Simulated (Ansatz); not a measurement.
# Rb$_{2}$TlRhF$_{6}$ (space group Fm-3m, No. 225; a cell from a computed database, its experimental status unchecked)

```
Rb2TlRhF6
1.0
    0.00000     4.54841     4.54841
    4.54841     0.00000     4.54841
    4.54841     4.54841     0.00000
Rb Tl Rh F
2 1 1 6
Cartesian
  2.27421   2.27421   2.27421
  6.82262   6.82262   6.82262
  4.54841   4.54841   4.54841
  0.00000   0.00000   0.00000
  4.54841   4.54841   1.98592
  4.54841   4.54841   7.11090
  1.98592   4.54841   4.54841
  7.11090   4.54841   4.54841
  4.54841   1.98592   4.54841
  4.54841   7.11090   4.54841
```

All numbers come from r2SCAN (Ansatz, an electronic-structure program), without spin-orbit coupling, earlier PAW set. Settings: 6×6×6 k-points, 0.05 eV Fermi–Dirac smearing.

| Item | Value |
|---|---|
| Volume per atom | 18.82 Å³ |
| Density | 5.23 g/cm³ |
| Band gap | 2.57 eV, indirect, X → L |
| Lowest conduction-band minima above the VBM | a point along ⟨110⟩, about 0.5 Å⁻¹ from Γ 2.57 eV; L along ⟨111⟩ 2.57 eV; a point along ⟨100⟩, about 0.3 Å⁻¹ from Γ 2.73 eV |
| Total energy | -2929.665 eV/atom (σ→0; compares only within this code and set-up) |

Spin-orbit coupling, missing from the scalar runs, can matter with Tl. No phonon test of stability was made.
